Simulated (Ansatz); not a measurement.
Take WGe in the rock salt structure (space group Fm-3m, No. 225; a = 5.156 Å; a hypothetical phase, not in the database extracts checked) as the base.

The values are results of Ansatz (a first-principles code), PBE, PAW, cutoff 420 eV, without spin-orbit coupling, earlier PAW set, not measurements.

Before the change:

The lattice parameter a comes out as 5.156 Å.

Modification: full substitution Ge → Ru; the structure is relaxed again.

### Question
Predict the new lattice parameter a.

### Answer
The lattice parameter a shrinks by 0.0255 Å to 5.131 Å.

Stability against distortions was not tested. As relaxed here, RuW is a hypothetical phase, not in the database extracts checked. The final runs are not spin-polarised. WGe has a high density of states at the Fermi level and may be magnetic at this level.
